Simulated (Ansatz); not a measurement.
The starting structures come from a database of crystals and need not be the phases stable at ambient conditions.

Crystal: Ba$_{2}$TaBiO$_{6}$ (Fm-3m, not sure to be the ambient phase, 10 atoms a cell, 16.4 Å³ an atom, -4 GPa at this level); planes in its conventional cell.

These are r2SCAN (plane waves, PAW; Ansatz, an electronic-structure program) values and carry that method's errors.

No gap correction and no spin-orbit coupling; mid-gap values are interpolated between computed energies.

```tsv
plane	area of the cell (Å²)	mid-gap κ (1/Å)	largest κ in the gap (1/Å)
(111)	32.7	0.29	0.29
(001)	37.7	[?]	[?]
```

**Question.** The slowest decay depends on the direction. Supply the withheld values.

**Answer.** 
- (001), mid-gap κ (1/Å): 0.22
- (001), largest κ in the gap (1/Å): 0.22
